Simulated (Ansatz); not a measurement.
System: PdTe (model structure, within 0.1 Å of Pm-3m, No. 221, 4 atoms in the cell). Method: r²SCAN (Ansatz, a program for electronic structure, PAW).

From the output:

```
WARN the atoms were moved onto the symmetric positions of the space group found under crystal.symmetry.tolerance 1.0e-5 (fractional …
Relaxation: its limit of steps is 80 (relax.max_steps)
Crystal: 4 atoms, lattice volume = 82.962 Å³
Basis set: ecut = 560 eV, 2481 PW (Γ), exchange–correlation on 120×81×120 points (27 copies of the dense FFT grid, shifted against one another)
Bands: 41, of which v1, the nominal top of the filled ones, is band 34 counted from 1 (33 counted from 0)
Symmetry: 32 space group operations
Space group: P4/mmm (ITA 123), of the structure as read, at distance tolerance 4.4e-5 Å
k-points: 280 of 2592
Functional: x = r2scan, c = r2scan; τ floored in thin density (d = 2e-4 eV/Å³)
SCF iter   1: F=—  HF=-27961.286393 eV  |F-HF|=—  |Δ(HF+E_count)|=         —  Δρ=1.19e-2  dr2=8.78e-2  dr2_τ=1.15e-2
SCF iter   2: F=—  HF=-27961.305964 eV  |F-HF|=—  |Δ(HF+E_count)|=   1.96e-2  Δρ=5.63e-3  dr2=9.08e-3  dr2_τ=2.25e-3
  ...
SCF 1 converged in 7 iterations: F = -27961.311010 eV  dr2 = 2.30e-8
Crystal: 4 atoms, lattice volume = 82.962 Å³
Initial density: handed on by an earlier stage of this run
SCF iter   5: F=—  HF=-27961.311010 eV  |F-HF|=—  |Δ(HF+E_count)|=  3.64e-12  Δρ=1.14e-7  dr2=1.56e-11  dr2_τ=4.19e-13
SCF iter   6: F=-27961.311010 eV  HF=-27961.311010 eV  |F-HF|=3.64e-12  |Δ(HF+E_count)|=  7.28e-12  Δρ=2.51e-8  dr2=4.80e-13  dr2_τ=8.82e-14
SCF 2 converged in 6 iterations: F = -27961.311010 eV  dr2 = 4.80e-13
SCF converged after 6 iterations
Free energy (F): -27961.311010 eV
Internal energy: -27961.298255 eV  (E = F + TS)
E sigma→0 (E₀):  -27961.304633 eV
Fermi energy:    15.472899 eV
--- Forces (eV/Å), atoms counted from 1 ---
  atom   1  Pd     0.00000000     0.00000000     0.00000000
  atom   2  Pd     0.00000000     0.00000000     0.00000000
  atom   3  Te     0.00000000     0.00000000     0.00000000
  atom   4  Te     0.00000000     0.00000000    -0.00000000
--- Stress (GPa, compression-positive) ---
       -1.999481       0.000000       0.000000
       -0.000000      -1.981250       0.000000
        0.000000      -0.000000      -1.999481
  P = ⅓ Tr σ = -1.9934 GPa (-19.934 kbar)
```

Q: Write an input file that could have produced this run (the log leaves some choices open).

A: One answer among several that fit: 
Ansatz 0.2 input:
```yaml
crystal:
  lattice:
    - [4.9049777054, 0.0, 0.0]
    - [0.0, 3.4482760974, 0.0]
    - [0.0, 0.0, 4.9049911407]
  atoms:
    - { symbol: Pd, position: [0.25, 0.0, 0.7500052605] }
    - { symbol: Pd, position: [0.75, 0.0, 0.2499947395] }
    - { symbol: Te, position: [0.25, 0.5, 0.2500011831] }
    - { symbol: Te, position: [0.75, 0.5, 0.7499988169] }
basis:
  ecutwfc: 560
  ecutrho_ratio: 4
  xc_grid: 3
kpoints:
  mp_grid: { grid: [12, 18, 12] }
hamiltonian:
  xc: r2scan
  dispersion: none
  pseudopotentials: { kind: paw }
scf:
  occupations: { method: fermi_dirac, width: 0.05 }
output:
  forces: true
  stress: true
  eigenvalues: true
relax:
  f_tol: 0.004
  escape_saddle: false
  max_steps: 80
  cell: { stress_tol: 0.02, fix: [volume] }
```

The cell is one volume of an energy–volume scan, off the minimum.

The PAW data were made under PBE.

Cost on a shared machine: roughly 4 core-minutes.

A model structure was made by putting elements into a prototype or built by hand; it is no filed structure, need not be a known phase, and can be a saddle point held by its symmetry.
